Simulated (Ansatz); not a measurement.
Consider Sr2ZnMoO6 (space group I4/m, No. 87; a = 5.563 Å, c = 8.020 Å).

All numbers come from r2SCAN (Ansatz, a program for electronic structure, PAW, no spin-orbit coupling), earlier PAW set.

Before the change:

```
Quantity                                Result
-----------------------------  ---------------
Density                             5.79 g/cm³
Band gap                               2.51 eV
Gap character                  indirect, N → X
Shortest interatomic distance          1.912 Å
Smallest direct gap                    2.76 eV
```

One thing is altered: hydrostatic tension (pressure −1 GPa).

Question: Predict the new density.

Answer: The density decreases by 0.04 g/cm³ to 5.75 g/cm³.

Question: How does this affect the band gap?

Answer: The band gap rises by 0.01 eV to 2.52 eV.

Question: What does the calculation give for the gap character after the change?

Answer: The gap character is still indirect, N → X.

Question: How does this affect the shortest interatomic distance?

Answer: The shortest interatomic distance rises by 0.0022 Å to 1.915 Å.

Question: What does the calculation give for the smallest direct gap after the change?

Answer: The smallest direct gap rises by 0.01 eV to 2.77 eV.

Load acts through the strain it causes; cell and atoms are relaxed under it. Whether these cells are dynamically stable was not tested.
